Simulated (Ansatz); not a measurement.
Worked example: self-consistent single point of BaTiO3 (Amm2, 5 atoms in the cell) in Ansatz (an electronic-structure program).

Method of the run: LDA (PW92), default PAW files made with PBE (plane waves; Ansatz).

```
CELL_PARAMETERS angstrom
      4.00325     0.00000     0.00000
      0.00000     2.87691     2.88972
      0.00000    -2.87691     2.88972
ATOMIC_POSITIONS crystal
  Ba 0.00000 0.01206 0.01206
  Ti 0.50000 0.51850 0.51850
  O  0.50000 0.97843 0.49135
  O  0.50000 0.49135 0.97843
  O  0.00000 0.48820 0.48820
```

Reference input (self-consistent single point, DFT, LDA (PW92), plane waves, default PAW files made with PBE): basis.ecutwfc = 30.9 Ry; kpoints.mp_grid.grid = 6 6 6; hamiltonian.xc = lda; hamiltonian.pseudopotentials = {kind: paw} (the program's default PAW files); scf.occupations.method = fixed. This run's input differs from it in these lines:

Ansatz 0.2 input:
```diff
@@ -13,3 +13,3 @@
 basis:
-  ecutwfc: 30.9 Ry
+  ecutwfc: 16.9 Ry
 kpoints:
```

Output, abridged:

```
SCF iter   1: F=—  HF=-9893.566048 eV  |F-HF|=—  |Δ(HF+E_count)|=         —  Δρ=9.20e-2  dr2=2.80e0  ethr=1.77e-3  ⟨swp⟩=4.2  Hψ=5419  notcnv=0  defer=108
all-band conjugate gradients solve this SCF's bands
preconditioner: auto → Resta (q_TF=auto, 2.506 Å⁻¹)
SCF iter   2: F=—  HF=-9892.710542 eV  |F-HF|=—  |Δ(HF+E_count)|=   8.56e-1  Δρ=3.19e-2  dr2=4.92e-1  ethr=1.77e-3  ⟨swp⟩=2.0  Hψ=2652  notcnv=0  defer=104
   [... lines left out ...]
SCF iter   5: F=—  HF=-9892.589045 eV  |F-HF|=—  |Δ(HF+E_count)|=   1.11e-3  Δρ=1.47e-3  dr2=5.29e-4  ethr=1.73e-5  ⟨swp⟩=2.0  Hψ=1774  notcnv=0  defer=155
SCF iter   6: F=—  HF=-9892.588916 eV  |F-HF|=—  |Δ(HF+E_count)|=   1.29e-4  Δρ=2.29e-4  dr2=1.45e-5  ethr=1.32e-6  ⟨swp⟩=2.1  Hψ=1841  notcnv=0  defer=58
SCF iter   7: F=—  HF=-9892.588915 eV  |F-HF|=—  |Δ(HF+E_count)|=   9.38e-7  Δρ=3.10e-5  dr2=4.90e-7  ethr=3.63e-8  ⟨swp⟩=2.7  Hψ=2355  notcnv=0  defer=55
SCF iter   8: F=-9892.588915 eV  HF=-9892.588915 eV  |F-HF|=1.16e-8  |Δ(HF+E_count)|=   8.55e-8  Δρ=5.63e-6  dr2=2.75e-8  ethr=2.50e-10  ⟨swp⟩=9.5  Hψ=5799  notcnv=0
SCF 1 converged in 8 iterations: F = -9892.588915 eV  dr2 = 2.75e-8
Free energy (F): -9892.588915 eV
Internal energy: -9892.588915 eV  (E = F + TS)
E sigma→0 (E₀):  -9892.588915 eV
Fermi energy:    9.321808 eV
--- Forces (eV/Å), atoms counted from 1 ---
  atom   1  Ba     0.00000000     0.00000000    -0.29104508
  atom   2  Ti    -0.00000000     0.00000000     0.54993229
  atom   3  O     -0.00000000    -0.21759240    -0.20240377
  atom   4  O     -0.00000000     0.21759240    -0.20240377
  atom   5  O     -0.00000000     0.00000000     0.14603170
--- Stress (GPa, compression-positive) ---
      -16.099275       0.000000       0.000000
        0.000000     -12.911169      -0.000000
        0.000000      -0.000000     -12.992630
  P = ⅓ Tr σ = -14.0010 GPa (-140.010 kbar)
  The stress holds the Pulay correction. Without it, at fixed plane waves, as pw.x and ABINIT print it: P = -126.0265 GPa
```

The run converged in 8 iterations. Against the reference run the free energy goes up by 2.35 eV/atom, the pressure goes from -11.30 to -14.00 GPa, the largest force goes from 0.587 to 0.550 eV/Å and the gap on the mesh goes from 2.086 to 2.256 eV.

The starting cell comes from a database of computed structures (which also holds hypothetical and non-ambient phases and stackings), without a prior relaxation at this level. Its lattice was rescaled by up to half a per cent. One atom was moved a little off its site on purpose. Ansatz's pressure includes its estimate of the finite-basis (Pulay) stress. Without the estimate this run gives -126.03 GPa. The cutoff lies below the one recommended for these files.
